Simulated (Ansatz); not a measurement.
The starting structures come from a database of crystals and need not be the phases stable at ambient conditions.

Inside the gap of an insulator the Bloch states are evanescent, with a wavenumber k + iκ along the transport direction.

Input:

```
CELL_PARAMETERS angstrom
      5.58496     0.00000     0.00000
      0.00000     7.13920     0.00000
      2.79248    -2.22648     4.35511
ATOMIC_POSITIONS crystal
  Ca 0.19491 0.40916 0.61018
  Ca 0.80509 0.59084 0.38982
  Ca 0.00000 0.00000 0.00000
  V  0.40595 0.78580 0.18810
  V  0.59405 0.21420 0.81190
  O  0.77532 0.69473 0.96268
  O  0.22468 0.30527 0.03732
  O  0.73800 0.30527 0.03732
  O  0.26200 0.69473 0.96268
  O  0.32178 0.05531 0.35644
  O  0.67822 0.94469 0.64356
  O  0.73617 0.29863 0.52766
  O  0.26383 0.70137 0.47234
```

The cell is taken as given; by r2SCAN it stands under a pressure of -7.3 GPa.

Transport runs along the normal of the first two printed cell vectors.

The gap is the functional's own. No spin-orbit coupling. Mid-gap values are those at the computed energy nearest the middle.

Task: Give the band gap and the smallest decay constant κ at mid-gap that r2SCAN (Ansatz, a quantum-chemistry and plane-wave program) yields.

Result: Gap 3.60 eV on a 8×6×8 mesh; κ = 0.496 1/Å, at the zone centre.
